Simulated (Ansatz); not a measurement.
**Zn on the Ga site (Zn_Ga) in beta Ga2O3**

Calculation: PBE, PAW (plane waves to 420 eV; Ansatz, an electronic-structure program). Cell: 120 sites, 1×3×2 repeats of a cell of 20 atoms; final energies on a 2×2×2 shifted mesh. Site at the start: the Ga(1) site. Energies of charged states are corrected for periodic images (point charge plus alignment at distant sites). Dielectric constants: PBE linear response of the host. Host gap at this level: 2.01 eV. These values are not converged in cell size to better than tenths of an eV. The semilocal functional narrows the gap, so deep levels can fall outside it. Spin–orbit coupling is left out. Each state is the lowest found from its start.

Formation energies E_f are given with the Fermi level at the valence-band maximum. Chemical conditions: O-rich (Δμ(Ga) = -4.56 eV, Δμ(Zn) = -2.85 eV, bounded by wurtzite ZnO; only phases computed here count, gases as isolated molecules at 0 K). Reference phases: Ga: alpha gallium, Zn: hcp Zn.

Charges with a result: +1, 0, −1. Others weren't obtained, and one of them could lie lower, also by skipping a charge.

```
charge         moment (μB)  point group  largest move off a lattice site (Å)  image correction with alignment (eV)  E_f, O-rich (eV)
------  ------------------  -----------  -----------------------------------  ------------------------------------  ----------------
+1*     not spin-polarised            –                                 0.09                                     –                 –
0†                     1.0            –                                 0.09                                  0.00              1.21
−1      not spin-polarised           Cs                                 0.10                                  0.17              1.52
```

* At this level the carrier isn't localised at the defect: at charge +1 holes occupy the valence band. Such a state is shallow or no state of the defect, and this cell gives it no level.

† Not settled in this cell, so no level is given: charge 0: carriers not clearly localised.

Point groups are those of the whole cell at tolerances of 0.03 and 0.1 Å ("near" where only the looser one holds); none is given for unsettled states.

No other site or start that was run ended lower by more than 0.1 eV.

Flagged in the runs: a host whose relaxation on this sampling wasn't shown to rest.
